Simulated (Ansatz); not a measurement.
Where the default PAW files enter, the runs use the earlier of Ansatz's two default sets.

The decay constant κ of evanescent states in the gap governs leakage through a thin film.

Data:

```
CELL_PARAMETERS angstrom
      3.98976     0.00000     0.00000
      0.00000    11.36016     0.00000
      0.00000     0.00000    11.66726
ATOMIC_POSITIONS crystal
  Sb 0.25000 0.96022 0.15135
  Sb 0.75000 0.03978 0.84865
  Sb 0.75000 0.46022 0.34865
  Sb 0.25000 0.53978 0.65135
  Sb 0.75000 0.67074 0.01979
  Sb 0.25000 0.32926 0.98021
  Sb 0.25000 0.17074 0.48021
  Sb 0.75000 0.82926 0.51979
  Se 0.25000 0.86747 0.94424
  Se 0.75000 0.13253 0.05576
  Se 0.75000 0.36747 0.55576
  Se 0.25000 0.63253 0.44424
  Se 0.75000 0.80156 0.21611
  Se 0.25000 0.19844 0.78389
  Se 0.25000 0.30156 0.28389
  Se 0.75000 0.69844 0.71611
  Se 0.25000 0.94677 0.62878
  Se 0.75000 0.05323 0.37122
  Se 0.75000 0.44677 0.87122
  Se 0.25000 0.55323 0.12878
```

Space group of this cell: Pnma. The cell was relaxed by PBE-D3(BJ); by r2SCAN its mean pressure is 1.4 GPa.

Transport runs along the normal of the first two printed cell vectors.

The gap is the functional's own, uncorrected, and κ follows it; spin-orbit coupling is left out. Mid-gap values are interpolated between the computed energies.

Problem. Give the band gap and the smallest decay constant κ at mid-gap that r2SCAN run with Ansatz (an electronic-structure program) yields.

Solution. Gap 1.04 eV on a 8×4×4 mesh; κ = 0.138 1/Å, at (0.125, 0.000) of the in-plane reciprocal vectors. At the zone centre, at the nearest computed energy, the slowest state has κ = 0.20 1/Å.
